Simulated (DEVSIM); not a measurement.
Structure: illuminated Si n-on-p cell, one wavelength, at 300 K.

| layer (left to right) | material | thickness (μm) | Nd (cm⁻³) | Na (cm⁻³) | τn (s) | τp (s) | absorption coefficient (cm⁻¹) |
|---|---|---|---|---|---|---|---|
| 1 | Si | 0.0780 | 1.1e19 | - | 1.1e-7 | 7.5e-8 | 63000 |
| 2 | Si | 150 | - | 1.8e17 | 3.4e-6 | 3.4e-6 | 63000 |

Left contact: ohmic, minority hole recombination velocity 20000 cm/s. Right contact: ohmic, minority electron recombination velocity 10000 cm/s. Voltage is applied to the left contact. Recombination: SRH at mid-gap, radiative, Auger. Light enters at the left, 1.3e17 photons cm⁻² s⁻¹, one pass, no reflection. Mobility is constant in doping.

Constants are typed, rounded textbook-type inputs, not results; the design itself was drawn at random and stands for no fabricated device. Values at 300 K.

| parameter | Si |
|---|---|
| gap (eV) | 1.124 |
| affinity (eV) | 4.05 |
| permittivity | 11.7 |
| Nc (cm⁻³) | 2.86e19 |
| Nv (cm⁻³) | 3.1e19 |
| μn (cm²/Vs) | 1417 |
| μp (cm²/Vs) | 470 |
| B (cm³/s) | 4.7e-15 |
| Cn (cm⁶/s) | 2.8e-31 |
| Cp (cm⁶/s) | 9.9e-32 |

Model (solved in DEVSIM): 1D drift-diffusion, Boltzmann statistics, complete ionisation; no tunnelling, impact ionisation, image-force lowering or self-heating.

The photon flux was swept, all else fixed.

```tsv
photon flux (cm^-2 s^-1)	short-circuit current (mA/cm²)	fill factor	largest power (mW/cm²)	open-circuit voltage (V)
3.9e15	0.621	0.81	0.276	0.547
1.3e16	2.07	0.82	0.983	0.578
3.9e16	6.21	0.83	3.12	0.606
1.3e17	(withheld)	0.84	11.0	(withheld)
3.9e17	62.1	0.84	34.7	0.666
1.3e18	207	0.85	122	0.697
3.9e18	621	0.85	383	0.726
```

Question: Fill in the missing entries.

Answer: 
- 1.3e17, short-circuit current (mA/cm²): 20.7
- 1.3e17, open-circuit voltage (V): 0.638
